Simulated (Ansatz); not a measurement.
Band structure of RbCl (Fm-3m, 2 atoms in the cell).

```yaml
crystal:
  lattice:
    - [0.00000, 3.22764, 3.22764]
    - [3.22764, 0.00000, 3.22764]
    - [3.22764, 3.22764, 0.00000]
  atoms:
    - { symbol: Rb, position: [0.00000, 0.00000, 0.00000] }
    - { symbol: Cl, position: [0.50000, 0.50000, 0.50000] }
```

Level of theory: PBE, PAW files (plane waves; Ansatz, a first-principles code).

Settings: kpoints.mp_grid.grid = 9 9 9; hamiltonian.xc = pbe; hamiltonian.pseudopotentials = {kind: paw} (the program's default PAW files); scf.occupations.method = fermi_dirac; scf.occupations.width = 0.01 eV; kpoints.band_path.npoints = 8.

The starting cell comes from a database of computed structures (which also holds hypothetical and non-ambient phases and stackings), without a prior relaxation at this level. Its lattice was rescaled by a random factor within 2.5 % of one.

### Question
Predict the gap along the standard path and the places of the band edges.

### Answer
The gap along the path is 5.19 eV, direct at Γ to within 0.01 eV.

Levels in eV from the top of the valence band on the path, bands 5 to 11:
```csv
point,5,6,7,8,9,10,11
Γ,-7.83,0.00,0.00,0.00,5.19,8.02,8.02
X,-7.96,-0.31,-0.09,-0.09,6.16,8.33,10.04
W,-7.81,-0.50,-0.23,-0.23,7.74,7.74,9.61
K,-7.90,-0.43,-0.27,-0.24,6.97,8.90,9.38
L,-7.79,-0.95,-0.39,-0.39,7.94,8.19,10.37
U,-7.90,-0.43,-0.27,-0.24,6.97,8.90,9.38
```

Keys are those of Ansatz 0.2.
